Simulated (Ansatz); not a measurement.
## Pressure series in WC

Start from WC (space group P-6m2, No. 187; a = 2.912 Å, c = 2.836 Å).

Cell and atoms are relaxed at each pressure.

All numbers come from r2SCAN (Ansatz, an electronic-structure program), no spin-orbit coupling.

Notes on the quantities. enthalpy: H = E + PV relative to the base's energy.

```csv
variant,shortest interatomic distance,enthalpy,density
base,2.200 Å,–,15.61 g/cm³
pressure −2 GPa,2.203 Å,-0.13 eV/atom,15.53 g/cm³
pressure −1 GPa,2.201 Å,-0.07 eV/atom,15.57 g/cm³
pressure 0.9 GPa,2.198 Å,+0.06 eV/atom,15.65 g/cm³
pressure 2.1 GPa,2.196 Å,+0.14 eV/atom,15.69 g/cm³
pressure 4.5 GPa,2.192 Å,+0.29 eV/atom,15.78 g/cm³
pressure 9 GPa,2.184 Å,+0.58 eV/atom,15.95 g/cm³
pressure 15 GPa,2.175 Å,+0.96 eV/atom,16.17 g/cm³
pressure 22.5 GPa,2.164 Å,+1.43 eV/atom,16.42 g/cm³
pressure 30 GPa,2.153 Å,+1.89 eV/atom,16.67 g/cm³
```

Load acts through the strain it causes; cell and atoms are relaxed under it. Stability against distortions was not tested. No other phases were tried under pressure. The final runs are not spin-polarised.
